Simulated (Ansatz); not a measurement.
**GaN under a change: pressure 4.5 GPa**

Base system: GaN in the wurtzite structure (space group P6_3mc, No. 186; a = 3.1518 Å, c = 5.1383 Å).

Now apply this change: a hydrostatic pressure of 4.5 GPa.

Level of theory: LDA/PAW in Ansatz (an electronic-structure program), no spin-orbit coupling. Settings: 12×12×7 k-points, 0.05 eV Fermi–Dirac smearing.

```tsv
quantity	base	changed	shift
volume per atom	11.05 Å³	10.82 Å³	-0.23 Å³
density	6.29 g/cm³	6.43 g/cm³	+0.135 g/cm³
lattice parameter a	3.152 Å	3.129 Å	-0.0223 Å
enthalpy H = E + PV relative to the base's energy	–	+0.31 eV/atom	–
band gap	2.13 eV	2.27 eV	+0.14 eV
gap character	direct at Γ	direct at Γ	–
mean gap deformation potential ΔEg/Δln V	–	-6.7 eV	–
width of the top valence band	2.92 eV	2.99 eV	+0.076 eV
electron mass	0.18 mₑ along c, 0.20 mₑ across (at Γ)	0.19 mₑ along c, 0.21 mₑ across (at Γ)	–
valence-band top at Γ (three highest levels, from the VBM)	0.00, 0.00, -0.05 eV	0.00, 0.00, -0.06 eV	–
```

Final structure:

```
CELL_PARAMETERS angstrom
      3.12947     0.00000     0.00000
     -1.56473     2.71020     0.00000
      0.00000     0.00000     5.10260
ATOMIC_POSITIONS crystal
  Ga 0.33333 0.66667 0.00034
  Ga 0.66667 0.33333 0.50034
  N  0.33333 0.66667 0.37666
  N  0.66667 0.33333 0.87666
```

Cost of the whole job for the changed cell (relaxation, final SCF and bands): roughly 50 core-seconds.

Load acts through the strain it causes; cell and atoms are relaxed under it. Masses are band curvatures over ±0.01 Å⁻¹ around the edge. Stability against distortions was not tested. Tetrahedral semiconductors of this kind turn to denser phases somewhere between about 1 and 50 GPa; those were not computed, so compressed cells here can lie past the real transition.
